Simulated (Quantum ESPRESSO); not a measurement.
Quantum ESPRESSO 7.5, DFT, PBE, plane waves, SSSP 1.1.2 efficiency PBE: fcc Cu, atoms displaced (Cu32), 32 atoms. Basis and mesh were picked for this test and aren't claimed converged.

```yaml
cell: 7.23, 7.23, 7.23 Å; 90, 90, 90°
distance_to_the_nearest_atom: 2.44 to 2.54 Å
task: scf
ecutwfc: 45 Ry
ecutrho: 360 Ry
occupations: smearing
smearing: mv
degauss: 0.02 Ry
conv_thr: 3.2e-08 Ry
tprnfor: true
tstress: false
k-point pools (-nk): 1
mixing_mode: plain (default)
mixing_beta: 0.7 (default)
mixing_ndim: 8 (default)
k-points computed (base settings): 1
bands (base settings): 365
electrons (base settings): 608
G-vectors of the density (base settings): 147246
FFT grid (base settings): 90×90×90
```

Machine: one whole node, AMD EPYC (Zen 5), 96 cores on 1 socket, no SMT, 12 L3 cache groups.

Wall times, medians of two to five repeats, each run alone on the node (launch to exit). Unless noted, each process is bound to its own block of adjacent cores. The build: conda-forge: Open MPI 5.0, OpenMP, OpenBLAS 0.3.34 (pthreads), FFTW, ScaLAPACK, ELPA; another build can shift the numbers. Scratch files lie in a memory file system.

All on 96 ranks. Base settings, kept where nothing else is said: k_points = gamma, nosym = false (default), diagonalization = david (default). The candidates, on 96 cores each, agree within 1.0 meV/atom in energy, 10 meV/Å in forces (largest component):
A. the base settings
B. diagonalization = paro
C. k_points = 1×1×1
D. nosym = true
E. k_points = 1×1×1, diagonalization = paro

Problem. Which of these settings finishes first?

Solution. D and A, at 9.5 s to 9.7 s, level within 8 % or the scatter of repeats. At the other end E takes 3.6× as long.

```
candidate  wall time             repeats  SCF iterations
---------  ---------  ------------------  --------------
D              9.5 s  3 runs within 12 %              33
A              9.7 s   3 runs within 6 %              33
B               17 s   2 runs within 6 %              31
C               18 s   2 runs within 3 %              33
E               34 s   2 runs within 5 %              31
```

From the slowest to the fastest: The largest move is in the rest of the band solver (c_bands and wfcinit less FFTs, projectors and diagonalisation: overlaps, rotations, waiting): 15 s to 1.4 s. The packing and exchange of FFT data between ranks (fft_scatt_*) goes from 11 s to 3.1 s.
